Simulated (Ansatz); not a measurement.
Sb2O3 (Fd-3m, No. 227) was calculated with HSE06 (Ansatz, a first-principles code, plane waves, PAW).

Settings: plane-wave cutoff 500 eV, 4×4×4 k mesh, gaussian smearing 0.02 eV, scalar-relativistic PAW data made under PBE.

Cell (relaxed with r²SCAN):

```
O3Sb2
1.0
    0.00000     5.64914     5.64914
    5.64914     0.00000     5.64914
    5.64914     5.64914     0.00000
Sb O
8 12
Cartesian
  4.10627   4.10627   4.10627
 10.01659   6.93084   6.93084
  7.19202   7.19202   4.10627
  6.93084  10.01659   6.93084
  4.10627   7.19202   7.19202
 10.01659  10.01659  10.01659
  7.19202   4.10627   7.19202
  6.93084   6.93084  10.01659
  4.90634   2.82457   2.82457
  5.64914   2.08177   5.64914
  0.74280   2.82457   2.82457
  5.64914   9.21652   5.64914
  2.82457   4.90634   2.82457
  5.64914   5.64914   2.08177
  2.82457   0.74280   2.82457
  5.64914   5.64914   9.21652
  9.21652   5.64914   5.64914
  2.82457   2.82457   4.90634
  2.08177   5.64914   5.64914
  2.82457   2.82457   0.74280
```

Question: Predict the band gap.

Answer: 
- band gap: 4.34 eV (on the SCF k mesh)

Note: cell and atoms aren't relaxed at this level (largest force component 0.17 eV/Å, pressure -0.6 GPa).

Spin–orbit coupling is not included.
